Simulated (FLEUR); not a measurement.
Band structure of HfB2 (P6/mmm, 3 atoms in the cell).

```
HfB2
1.0
    3.13268     0.00000     0.00000
   -1.56634     2.71298     0.00000
    0.00000     0.00000     3.47921
Hf B
1 2
Direct
  0.00000   0.00000   0.00000
  0.33333   0.66667   0.50000
  0.66667   0.33333   0.50000
```

Computed with PBE, all-electron FLAPW (FLEUR), scalar-relativistic valence.

Settings: Kmax = 3.8 1/bohr; GmaxXC = 15.2 1/bohr; xcFunctional = pbe; jspins = 1; l_soc = F; mode = hist; fermiSmearingEnergy = 0.00183747 Htr; mesh (inpgen div1-3) = 8 8 7; inpgen gamma flag = true; Gmax = 15.2 1/bohr; numbands = 0; maxIterBroyd = 15; imix = Anderson; alpha = 0.05.

The starting cell comes from a database of computed structures (which also holds hypothetical and non-ambient phases and stackings), without a prior relaxation at this level. Spin-orbit coupling is off. Values depend on the basis (sphere radii, cutoffs, local orbitals), which need not be converged.

Levels in eV from the Fermi level, bands 13 to 20:
```csv
point,13,14,15,16,17,18,19,20
Γ,-3.23,-3.11,-3.11,-2.94,3.84,3.84,4.45,4.45
M,-9.19,-4.36,-3.59,-3.08,1.99,2.53,5.40,5.57
K,-8.46,-7.96,-2.80,-2.80,1.55,1.55,3.29,9.32
A,-8.58,-1.34,-1.34,0.13,0.13,0.80,0.80,2.00
L,-7.68,-5.19,-4.92,-2.85,3.88,3.95,6.11,7.03
H,-9.32,-5.72,-3.35,-3.35,4.27,5.29,6.78,6.78
```
